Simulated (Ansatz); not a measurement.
Given:

```xyz
2
Lattice="4.2081 0.0000 0.0000 0.0000 4.2081 0.0000 2.1041 -2.1041 2.6878" Properties=species:S:1:pos:R:3 pbc="T T T"
As     2.1041     0.0000     1.3439
Al     0.0000     0.0000     0.0000
```

No spin polarisation.

Computed with plane-wave PAW DFT at the PBEsol level (Ansatz, a first-principles code, 420 eV), no SOC, earlier PAW set. k-mesh 10×10×10 (Γ-centred); smearing 0.05 eV (Fermi–Dirac).

Question: Predict the valence-band top at Γ (three highest levels, from the VBM).

Answer: 0.00, -0.41, -0.41 eV.

Question: Predict the band gap.

Answer: 0.87 eV.

The cells carry an imposed strain or load. Stability against distortions was not tested. The cell was made from AlAs in the zinc blende structure (space group F-43m, No. 216) by this change: biaxial strain +4.88 %, plane normal [001], relaxed out of plane.
